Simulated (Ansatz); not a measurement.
Consider PtTe2 (space group P-3m1, No. 164; a = 4.009 Å, c = 4.960 Å; layered; relaxed with 0.1 eV smearing). Axes: x lies along a and z along c of the hexagonal cell.

The values are results of Kohn–Sham DFT with the PBEsol-D3(BJ) functional, run in Ansatz (a program for electronic structure) with PAW and 420 eV plane waves, no SOC, not measurements.

For the base:

```
Item      Result
--------  ------
Band gap    zero
```

Now apply this change: compressive biaxial strain of 2.00 % in the plane normal to [001], as in epitaxy on a mismatched substrate; the out-of-plane cell vector and the atoms relax.

Question: What happens to the out-of-plane strain, in-plane stress and band gap?

Answer: The out-of-plane strain comes out as +2.50 %; the mean in-plane stress (compression positive) amounts to +3.7 GPa; the band gap remains zero.

No phonon test of stability was made. The final runs are not spin-polarised.
